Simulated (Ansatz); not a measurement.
Take Pt in the fcc (Cu type) structure (space group Fm-3m, No. 225; a = 3.918 Å) as the base.

Computed with DFT with PBEsol, PAW potentials and a 420 eV plane-wave cutoff in Ansatz (an electronic-structure program), without spin-orbit coupling, earlier PAW set.

Base values:

| Property | Value |
|---|---|
| Lattice parameter a | 3.918 Å |

It is then changed as follows: every Pt is replaced by Ag; the structure is relaxed again.

Tabulated Pauling electronegativity and covalent radius: Pt 2.28, 1.36 Å; Ag 1.93, 1.45 Å.

Question: How does this affect the lattice parameter a?

Answer: The lattice parameter a increases by 0.137 Å to 4.055 Å.

Whether these cells are dynamically stable was not tested. The final runs are not spin-polarised.
